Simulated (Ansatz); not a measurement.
A periodic model of amorphous In9Ga9Zn9O36H:

```xyz
64
Lattice="9.3453 -0.0806 -0.1300 -0.0806 9.2616 -0.1705 -0.1300 -0.1705 9.2509" Properties=species:S:1:pos:R:3 pbc="T T T"
In     7.4101     1.4936     2.3439
In     6.6943     2.7913     5.9788
In     5.2558     5.9601     7.6220
In     2.0838     8.1627     6.6371
In     8.5099     5.7811     7.1483
In     4.3947     0.1202     0.7043
In     1.1322     7.8111     0.7373
In     2.4013     4.6042     8.1616
In     3.3111     5.4857     4.6530
Ga     2.8169     9.0823     3.8464
Ga     5.6401     7.8879     3.1811
Ga     8.3788    -0.0017     8.0269
Ga     6.8597     5.8304     4.6206
Ga     4.3609     5.5673     1.3755
Ga     8.6459     2.9766     8.7916
Ga     0.7342     2.0866     6.3080
Ga     1.4669     1.7415     2.4841
Ga     4.5722     2.7138     3.4365
Zn     0.4458     6.6295     3.7886
Zn     5.2230     0.1140     6.9795
Zn     1.4474     4.7479     1.8192
Zn     2.3431     1.6476     8.6472
Zn     6.9445     7.7546     0.4152
Zn     7.6667     5.2577     1.4391
Zn     5.6075     2.8861    -0.0213
Zn     9.0535     3.7365     3.9028
Zn     8.2621     8.8715     4.8489
O      0.0923     7.7290     7.8994
O      8.8089     3.3013     5.8176
O      8.0161     0.1130     0.5834
O      4.3466     1.3631     8.3471
O      0.1923     1.5706     8.1555
O      0.3215     4.5988     8.4829
O      2.1246     7.3595     4.5054
O      7.1503     5.8822     8.7866
O      4.1179     4.4923     2.8399
O      8.0479     3.3000     1.2032
O      4.3041     3.6180     5.3568
O      3.1623     6.0875     6.8327
O      6.9513     2.7666     7.9944
O      4.1008     8.5678     2.4903
O      8.4413     6.7861     5.1507
O      6.6166     5.0145     6.2837
O      7.4621     4.7284     3.3465
O      9.2519     1.8936     3.3114
O      2.9649     1.7487     3.6503
O      2.6261     6.0794     0.7685
O      6.2049     2.0935     4.1410
O      3.7343    -0.0863     5.7806
O      5.2524     6.7543     4.6069
O      1.7869     2.8964     1.0371
O      5.3380     1.8959     1.6960
O      0.0543     6.3780     1.8659
O      7.1887     0.2045     6.5994
O      4.4738     4.4563     8.9844
O      2.3065     2.8476     6.9780
O      2.3087     8.8554     8.7706
O      5.8690     6.6293     1.7260
O      1.4564     9.1289     2.3348
O      1.4066     4.7918     3.8099
O      5.2440     7.9545     8.3540
O      7.2285     8.7848     3.1955
O      0.7921     0.3286     5.7301
H      3.6074     3.1234     5.8822
```

These are PBE, scalar-relativistic without spin-orbit coupling (plane waves to 420 eV, PAW; Ansatz, a quantum-chemistry and plane-wave program) values and carry that method's errors. The usual formal charges leave 1 electrons over, so the level spacing at the Fermi energy parts defect or band states and needn't be the band gap.

The cell was made by melting and quenching with the CHGNet potential and then relaxed with DFT. O atoms were pushed apart under 1.9 Å during the dynamics, to hinder bonds among them. The hot cell started wider than the set density and was brought back towards it in steps. It is the lowest in DFT energy of 2 quenches. It is a model cell: composition and starting density were chosen by hand, and all elements were melted together. No dispersion term was used. Its density started from a set value of 5.87 and ended at 5.87 g/cm³. Cooling (nominally 440 K/ps over its main leg) ran many orders faster than in experiment, which tends to leave more defects and strain. A cell of this size samples the disorder only roughly. The volume was held where the preparation left it and the shape relaxed, at a PBE pressure of 2.3 GPa. Stress components on the final sampling reach 2.3 GPa.

Bonds are counted up to In-In 3.12 Å, In-Ga 2.90 Å, In-Zn 2.90 Å, In-O 2.50 Å, In-H 2.08 Å, Ga-Ga 2.68 Å, Ga-Zn 2.68 Å, Ga-O 2.30 Å, Ga-H 1.84 Å, Zn-Zn 2.68 Å, Zn-O 2.42 Å, Zn-H 1.84 Å, O-O 1.58 Å, O-H 1.16 Å, H-H 0.90 Å. Two cations that share two anions don't count as bonded, nor two that share one unless they lie closer than In-In 3.04 Å, In-Ga 2.82 Å, In-Zn 2.82 Å, Ga-Ga 2.61 Å, Ga-Zn 2.61 Å, Zn-Zn 2.61 Å.

Question: Give the coordination numbers, mean bond lengths and angles.

Answer: 
```yaml
Mean coordination of In by anions: 5.22 (1 with 4, 5 with 5, 3 with 6)
Mean coordination of Ga by anions: 4.22 (7 with 4, 2 with 5)
Mean coordination of Zn by anions: 4.22 (7 with 4, 2 with 5)
Mean coordination of O: 3.44 (20 with 3, 16 with 4)
Mean coordination of H: 1.00 (1 with 1)
Mean In-O bond: 2.199 Å (spread 0.078 Å, 47 counted)
Mean Ga-O bond: 1.904 Å (spread 0.070 Å, 38 counted)
Mean Zn-O bond: 2.028 Å (spread 0.077 Å, 38 counted)
Bond angle at In: mean 105.2°, spread 28.2°
Bond angle at Ga: mean 108.1°, spread 17.9°
Bond angle at Zn: mean 107.6°, spread 19.2°
Bond angle at O: mean 111.2°, spread 14.2°
```

Question: List the pairs of like atoms that count as bonded by the rules above.

Answer: There are none by these rules.
